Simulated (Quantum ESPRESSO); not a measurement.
A series of runs on PdS2 (Pbca, 12 atoms in the cell)

```yaml
crystal:
  lattice:
    - [5.41632, 0.00000, 0.00000]
    - [0.00000, 5.49667, 0.00000]
    - [0.00000, 0.00000, 7.47075]
  atoms:
    - { symbol: S, position: [0.10700, 0.11200, 0.42500] }
    - { symbol: S, position: [0.39300, 0.88800, 0.92500] }
    - { symbol: S, position: [0.60700, 0.38800, 0.57500] }
    - { symbol: S, position: [0.89300, 0.61200, 0.07500] }
    - { symbol: S, position: [0.89300, 0.88800, 0.57500] }
    - { symbol: S, position: [0.60700, 0.11200, 0.07500] }
    - { symbol: S, position: [0.39300, 0.61200, 0.42500] }
    - { symbol: S, position: [0.10700, 0.38800, 0.92500] }
    - { symbol: Pd, position: [0.00000, 0.00000, 0.00000] }
    - { symbol: Pd, position: [0.50000, 0.00000, 0.50000] }
    - { symbol: Pd, position: [0.50000, 0.50000, 0.00000] }
    - { symbol: Pd, position: [0.00000, 0.50000, 0.50000] }
```

Base run A: LDA (PW92), PseudoDojo standard norm-conserving (LDA) pseudopotentials run with Quantum ESPRESSO, self-consistent single point.

Its settings: ecutwfc = 85 Ry; occupations = smearing; smearing = marzari-vanderbilt; degauss = 0.019992 Ry; potentials = {S: S.upf, Pd: Pd.upf}; K_POINTS = automatic 3 3 2 1 1 1; conv_thr = 1e-10 Ry; mixing_beta = 0.5.

The starting cell comes from a database of published, mostly measured structures (it also holds non-ambient and calculated ones), without a prior relaxation at this level. Its lattice was rescaled by a random factor within 2.5 % of one. The shifted mesh does not hold Γ, so a gap read on it misses any band edge there.

ΔF is the free energy per atom less that of run A. A dash stands where there is no value to compare (another energy zero or no entropy term, no result, no spin, no clean gap, or a mesh too coarse for one). 

| run | degauss | ΔF (meV/atom) | pressure (GPa) | largest force (eV/Å) | gap on the mesh (eV) | TS (meV/atom) |
|---|---|---|---|---|---|---|
| A | 0.019992 Ry | 0.00 | 2.18 | 0.999 | 0.550 | -1.3 |
| B | 0.0018375 Ry | -1.60 | 2.17 | 1.012 | 0.547 | 0.0 |
| C | 0.0147 Ry | -0.39 | 2.17 | 1.012 | 0.547 | -1.2 |
| D | 0.036749 Ry | 4.2 | 2.02 | 0.946 | – | -25.7 |

Run D against A: The free energy rises by 4.2 meV/atom, the pressure goes from 2.18 to 2.02 GPa and the largest force goes from 0.999 to 0.946 eV/Å.

Run C against A: The free energy stays essentially unchanged (within 1 meV/atom), the pressure moves little (2.18 to 2.17 GPa), the largest force goes from 0.999 to 1.012 eV/Å and the gap on the mesh moves little (0.550 to 0.547 eV).

Run B against A: The free energy goes down by 1.6 meV/atom, the pressure moves little (2.18 to 2.17 GPa), the largest force goes from 0.999 to 1.012 eV/Å and the gap on the mesh hardly changes (0.550 to 0.547 eV).

Left out of this page: 1 run of the series unsound by tests on forces, stress, charge or solver warnings.
